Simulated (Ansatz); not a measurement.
Worked example: zone-centre phonon calculation of SrBi2Pd2 (P2_1/m, 10 atoms in the cell) in Ansatz (a quantum-chemistry and plane-wave program).

Level of theory: LDA (PW92), default PAW files made with PBE (plane waves; Ansatz).

```yaml
crystal:
  lattice:
    - [4.92622, 0.00000, 0.00000]
    - [0.00000, 4.81689, 0.00000]
    - [-0.33310, 0.00000, 10.80176]
  atoms:
    - { symbol: Sr, position: [0.25942, 0.75000, 0.76282] }
    - { symbol: Sr, position: [0.74058, 0.25000, 0.23718] }
    - { symbol: Bi, position: [0.20930, 0.75000, 0.12002] }
    - { symbol: Bi, position: [0.79070, 0.25000, 0.87998] }
    - { symbol: Bi, position: [0.25053, 0.25000, 0.50326] }
    - { symbol: Bi, position: [0.74947, 0.75000, 0.49674] }
    - { symbol: Pd, position: [0.24351, 0.75000, 0.37089] }
    - { symbol: Pd, position: [0.75649, 0.25000, 0.62911] }
    - { symbol: Pd, position: [0.69006, 0.75000, 0.99946] }
    - { symbol: Pd, position: [0.30994, 0.25000, 0.00054] }
```

Reference input (self-consistent single point, DFT, PBEsol, plane waves, default PAW files made with PBE): basis.ecutwfc = 420 eV; kpoints.mp_grid.grid = 5 5 2; hamiltonian.xc = pbesol; hamiltonian.pseudopotentials = {kind: paw} (the program's default PAW files); scf.occupations.method = gaussian; scf.occupations.width = 0.05 eV. This run's input differs from it in these lines:

Ansatz 0.2 input:
```diff
@@ -17,3 +17,3 @@
 basis:
-  ecutwfc: 420.0
+  ecutwfc: 295.0
 kpoints:
@@ -21,3 +21,3 @@
 hamiltonian:
-  xc: pbesol
+  xc: lda
   pseudopotentials: { kind: paw }
@@ -25,6 +25,4 @@
   occupations: { method: gaussian, width: 0.05 }
-output:
-  forces: true
-  eigenvalues: true
-  stress: true
+phonons:
+  method: dfpt
```

The program printed (abridged):

```
SCF iter   1: F=—  HF=-82614.981010 eV  |F-HF|=—  |Δ(HF+E_count)|=         —  Δρ=1.24e-2  dr2=3.18e-1  ethr=1.77e-3  ⟨swp⟩=6.9  Hψ=6700  notcnv=0  defer=58
all-band conjugate gradients solve this SCF's bands
preconditioner: auto → Kerker (q_TF=auto, 2.501 Å⁻¹)
SCF iter   2: F=—  HF=-82614.906233 eV  |F-HF|=—  |Δ(HF+E_count)|=   7.48e-2  Δρ=4.26e-3  dr2=3.70e-2  ethr=2.09e-4  ⟨swp⟩=2.0  Hψ=2381  notcnv=0  defer=179
   [... lines left out ...]
SCF iter  10: F=—  HF=-82614.900100 eV  |F-HF|=—  |Δ(HF+E_count)|=  3.78e-10  Δρ=2.58e-7  dr2=4.07e-10  ethr=2.03e-12  ⟨swp⟩=2.0  Hψ=1965  notcnv=0  defer=179
SCF iter  11: F=—  HF=-82614.900100 eV  |F-HF|=—  |Δ(HF+E_count)|=  7.28e-11  Δρ=8.36e-8  dr2=7.02e-11  ethr=1.00e-12  ⟨swp⟩=1.0  Hψ=1473  notcnv=0  defer=179
SCF iter  12: F=—  HF=-82614.900100 eV  |F-HF|=—  |Δ(HF+E_count)|=    0.00e0  Δρ=3.02e-8  dr2=1.36e-11  ethr=1.00e-12  ⟨swp⟩=1.0  Hψ=1473  notcnv=0  defer=179
SCF iter  13: F=-82614.900100 eV  HF=-82614.900100 eV  |F-HF|=2.91e-11  |Δ(HF+E_count)|=    0.00e0  Δρ=9.44e-9  dr2=1.09e-12  ethr=1.00e-12  ⟨swp⟩=11.3  Hψ=8619  notcnv=0
SCF 1 converged in 13 iterations: F = -82614.900100 eV  dr2 = 1.09e-12
DFPT response loops at q = (0, 0, 0) (fractional): preconditioner auto → Kerker (q_TF=auto, 2.501 Å⁻¹) (partly filled bands, converged f_vac=0.000) …
phonon interpolation: 4 periodic images of 2 blocks of the force constants (a block to an ordered pair of atoms and a translation) lie up to 4.36e-3 Å farther …
Free energy (F): -82614.900100 eV
Internal energy: -82614.894257 eV  (E = F + TS)
E sigma→0 (E₀):  -82614.897179 eV
Entropy (-TS):   -0.005843 eV (-0.584 meV/atom)
Fermi energy:    12.135219 eV
   [... lines left out ...]
  ASR residual per site (eV/Å²): 3.21e-5 3.21e-5 8.59e-5 8.59e-5 2.16e-4 2.16e-4 1.26e-4 1.26e-4 9.53e-5 9.53e-5
  Γ frequencies (cm⁻¹): 0.00 0.00 0.00 24.11 24.51 26.18 35.18 44.43 47.47 61.34 67.30 68.61 69.56 72.63 77.99 78.86 81.88 86.80 96.81 106.94 119.35 121.72 125.62 129.26 131.62 132.90 136.09 136.74 146.71 149.99
  non-analytic LO–TO correction: not included (Born effective charges unavailable; polar crystals: no LO–TO splitting at Γ)
```

The run converged in 13 iterations. 

Summary of the result:
- Free energy E − TS (on the zero of these files) = -82614.9001 eV
- Fermi level (on the code's own zero) = 12.14 eV
- Zone-centre frequencies (cm⁻¹; negative means imaginary) = 0, 0, 0, 24, 25, 26, 35, 44, 47, 61, 67, 69, 70, 73, 78, 79, 82, 87, 97, 107, 119, 122, 126, 129, 132, 133, 136, 137, 147, 150

The starting cell comes from a database of computed structures (which also holds hypothetical and non-ambient phases and stackings), without a prior relaxation at this level. Spin polarisation is off. The cutoff lies below the one recommended for these files.

Cost on one core of a shared machine: roughly 20 min.
